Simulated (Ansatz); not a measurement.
# Worked sum: surface energy of the Si(110) slab with 4 OH, the mean of its two faces, with the listed reservoirs for the atoms in excess

Subject: the surface energy of the Si(110) slab with 4 OH, the mean of its two faces, with the listed reservoirs for the atoms in excess. Reaction: 16 Si (diamond) + 4 H2O (gas) → cell A + 2 H2 (gas).

A: a slab of Si (diamond, Fd-3m) cut along (110), 24 atoms, rectangular cell of 3.87 × 5.47 Å (21.2 Å²), symmetry P2/m within 0.02 Å, 17.8 Å thick under 16 Å of vacuum, in-plane vectors held at the crystal's; planes from bottom to top: H | HO2 | Si2 × 8 | HO2 | H; added, foreign or displaced atoms, above the top plane and below the bottom plane: two times OH bound through O to 1 Si at 1.71 Å; two times OH bound through O to 1 Si at 1.67 Å; spin state with PBE: run without spin.

Method: Ansatz (an electronic-structure program), PAW, neutral cells at 0 K with nuclei at rest, on structures from PBE. Ansatz runs with its PAW set soft_1. Larger cells are relaxed from a start prepared with the learned potential CHGNet till forces fall under 0.03 eV/Å, which some starts already meet. A dispersion term (D3(BJ), or D4 for r2SCAN) was computed beside these levels and is taken off wherever the name lacks it. Space groups of crystals are read within 0.01 Å. Cell A has symmetry P2/m within 0.02 Å and got no random move, so less symmetric positions, which may lie lower, weren't tried.

Total energies of the cells in eV, at zero smearing width. They compare only within one column; the weights balance every element.

| cell | atoms | weight | PBE |
|---|---|---|---|
| A: Si(110) slab with 4 OH | 24 | +1 | -12507.85247 |
| Si (diamond) | 2 | −8 | -1271.62302 |
| H2 (gas) | 2 | +2 | -31.74397 |
| H2O (gas) | 3 | −4 | -599.22672 |

PBE: (-12507.85247) − 8 × (-1271.62302) + 2 × (-31.74397) − 4 × (-599.22672) = -1.4494 eV; dividing by 2 × 21.155 Å² and converting at 16.022 J/m² per eV/Å² gives -0.55 J/m².
